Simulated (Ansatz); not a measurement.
Input:

```
BeBr2
1.0
    3.38501     0.00000     0.00000
    1.69250     2.93150     0.00000
    1.69250    -0.97717     5.92903
Be Br
1 2
Direct
  0.00000   0.00000   0.00000
  0.48673   0.25663   0.76990
  0.51327   0.74337   0.23010
```

No spin polarisation.

Method: Ansatz (an electronic-structure program) PBEsol-D3(BJ), no SOC. Settings: 11×11×11 k-points, 0.05 eV Fermi–Dirac smearing.

Question: Estimate the band gap.

Answer: 3.73 eV.

Question: What is the computed smallest direct gap?

Answer: 4.25 eV.

The cells carry an imposed strain or load. No phonon test of stability was made. The cell was made from BeBr2 in the CdCl2 type structure (space group R-3m, No. 166; a hypothetical phase, not in the database extracts checked; layered, stacked along the Cartesian z axis) by this change: biaxial strain −1.08 %, plane normal [001], relaxed out of plane.
